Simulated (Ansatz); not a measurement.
Cells marked so need not be the phases stable at ambient conditions, and some may be hypothetical.

 Where the default PAW files enter, the runs use the earlier of Ansatz's two default sets.

The gap is the functional's own, uncorrected, and κ follows it; spin-orbit coupling is left out. Mid-gap values are interpolated between the computed energies.

A. Ga₂AsP (R3m, not sure to be the ambient phase, 4 atoms a cell, 21.5 Å³ an atom), along the normal of (110)
B. MoS₂ (P-6m2, not sure to be the ambient phase, 3 atoms a cell, 19.2 Å³ an atom, 2 GPa at this level), along the normal of (100)
C. Zn$_{2}$SeS (P-4m2, not sure to be the ambient phase, 4 atoms a cell, 21.1 Å³ an atom), along the normal of (100)
D. VBiO4 (I4_1/amd, not sure to be the ambient phase, 12 atoms a cell, 14.3 Å³ an atom), along the normal of (111)

Problem. Order them by mid-gap decay constant of the slowest evanescent state (highest first) at the level r2SCAN (Ansatz, a first-principles code).

Solution. D (0.32 1/Å), B (0.21 1/Å), C (0.14 1/Å), A (0.09 1/Å)
